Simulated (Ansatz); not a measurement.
Base system: CdSe in the wurtzite structure (space group P6_3mc, No. 186; a = 4.248 Å, c = 6.941 Å). Axes: x lies along a and z along c of the hexagonal cell.

It is then changed as follows: uniaxial strain ε_zz = −3.00 %, all other strain components held at zero, atoms relaxed at fixed cell.

Level of theory: Ansatz (a program for electronic structure) LDA, no SOC.

Base, band edges from the VBM (valence, conduction): K -1.83, 3.96; H -1.23, 3.63; M -0.82, 3.09; L -1.46, 2.74; A -0.43, 2.23; Γ 0.00, 0.46 eV.

### Question
Give the band edges at the high-symmetry points of the new zone, measured from its valence-band maximum.

### Answer
```tsv
point	valence edge (eV)	conduction edge (eV)
Γ	0.00	0.54
M	-0.92	2.99
K	-1.93	4.04
A	-0.52	2.20
L	-1.44	2.81
H	-1.18	3.80
```

The gap is 0.54 eV, direct at Γ.

Gaps are read on the SCF mesh and a high-symmetry path. Whether these cells are dynamically stable was not tested.
